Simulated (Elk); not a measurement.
Worked example: self-consistent single point of InPd (Pm-3m, 2 atoms in the cell) in Elk.

Method of the run: PBE, all-electron FP-LAPW, Elk's shipped species files, LAPW+lo basis (Elk).

The change in words: lattice scaled by 0.98. Reference geometry:
```xyz
2
Lattice="3.2981 0.0000 0.0000 0.0000 3.2981 0.0000 0.0000 0.0000 3.2981" Properties=species:S:1:pos:R:3 pbc="T T T"
In     0.0000     0.0000     0.0000
Pd     1.6490     1.6490     1.6490
```

Reference input (self-consistent single point, DFT, PBE, all-electron FP-LAPW, Elk's shipped species files, LAPW+lo basis): xctype = 20; rgkmax = 8; stype = 0; swidth = 0.00734986 Ha; ngridk = 13 13 13; gmaxvr = 16 1/bohr; nxoapwlo = 1; rmtscf = 0.98; maxscl = 100. This run's input differs from it in these lines:

```diff
@@ -28,5 +28,5 @@
 avec
-    6.2324206940    0.0000000000    0.0000000000
-    0.0000000000    6.2324206940    0.0000000000
-    0.0000000000    0.0000000000    6.2324206940
+    6.1077724690    0.0000000000    0.0000000000
+    0.0000000000    6.1077724690    0.0000000000
+    0.0000000000    0.0000000000    6.1077724690
```

Output, abridged:

```
│ Self-consistent loop started │
│ Loop number : 1 │
 total energy                :     -10922.6698327
│ Loop number : 2 │
 total energy                :     -10923.3819821
RMS change in Kohn-Sham potential (target) :   0.3334177787     (  0.1000000000E-05)
Absolute change in total energy (target)   :   0.7121493655     (  0.1000000000E-03)
│ Loop number : 3 │
 total energy                :     -10926.5953560
RMS change in Kohn-Sham potential (target) :   0.2581805077     (  0.1000000000E-05)
Absolute change in total energy (target)   :    3.391411245     (  0.1000000000E-03)
│ Loop number : 4 │
   [... lines left out ...]
Absolute change in total energy (target)   :   0.1342880951E-03 (  0.1000000000E-03)
│ Loop number : 14 │
 total energy                :     -10930.5406729
RMS change in Kohn-Sham potential (target) :   0.3579650984E-05 (  0.1000000000E-05)
Absolute change in total energy (target)   :   0.4812824409E-04 (  0.1000000000E-03)
│ Loop number : 15 │
 total energy                :     -10930.5405931
RMS change in Kohn-Sham potential (target) :   0.7025032535E-06 (  0.1000000000E-05)
Absolute change in total energy (target)   :   0.6781630327E-04 (  0.1000000000E-03)
Convergence targets achieved

│ Loop number : 16 │

Energies :
 Fermi                       :     0.350423381858
 total energy                :     -10930.5405726

Density of states at Fermi energy :    19.17556910
 (states/Hartree/unit cell)

Estimated indirect band gap :   0.9797558004E-03
 from k-point     16 to k-point     60
Estimated direct band gap   :   0.1752639425E-01
 at k-point     74

Charges :
 core                        :    58.00000000
 valence                     :    37.00000000
 interstitial                :    2.554582774
 muffin-tins (core leakage)
  species :    1 (In)
   atom    1                 :    47.34898900     (  0.1757003314E-03)
  species :    2 (Pd)
   atom    1                 :    45.09642823     (  0.6348429338E-08)
 total in muffin-tins        :    92.44541723
 total calculated charge     :    95.00564247
 total charge                :    95.00000000
 error                       :   0.5642473828E-02

│ Self-consistent loop stopped │
```

The run converged in 16 iterations. The count includes the last loop, which Elk runs after its targets are met. Against the reference run the total energy goes up by 28.4 meV/atom.

The starting cell comes from a database of computed structures (which also holds hypothetical and non-ambient phases and stackings), without a prior relaxation at this level. Its lattice was rescaled by a random factor within 2.5 % of one. For this run, on top of that: lattice scaled by 0.98. Spin polarisation is off. Values depend on the basis (sphere radii, cutoffs, local orbitals), which need not be converged. The log's line on a gap gives a spacing of levels on this mesh, which the program prints for metals too.
